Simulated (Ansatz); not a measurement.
Base system: MgB2 (space group P6/mmm, No. 191).

MgB2 has the hexagonal space group P6/mmm (No. 191), Pearson symbol hP3. Lattice parameters: a = b = 3.0631 Å, c = 3.5000 Å, α = β = 90.00°, γ = 120.00°. Mg on 1a is surrounded by 12 B at 2.488 Å. B on 2d sees 3 B at 1.768 Å and 6 Mg at 2.488 Å. (Neighbours: up to the widest gap in distance over summed covalent radii, below 1.35, at either atom; cation-cation and far metal-metal contacts left out.)

The values are results of Ansatz (a first-principles code) PBEsol, spin-orbit coupling left out, earlier PAW set, not measurements.

Base values:

- Lattice parameter a: 3.063 Å
- c/a ratio: 1.143

Now apply this change: cell and atoms relaxed at a pressure of 10 GPa.

### Question
What happens to the lattice parameter a?

### Answer
The lattice parameter a drops by 0.048 Å (3.063 Å → 3.015 Å).

### Question
Estimate the effect on the c/a ratio.

### Answer
The c/a ratio shrinks by 0.016 to 1.127.

Load acts through the strain it causes; cell and atoms are relaxed under it. No phonon test of stability was made. Competing high-pressure phases were not computed. All final runs are without spin polarisation.
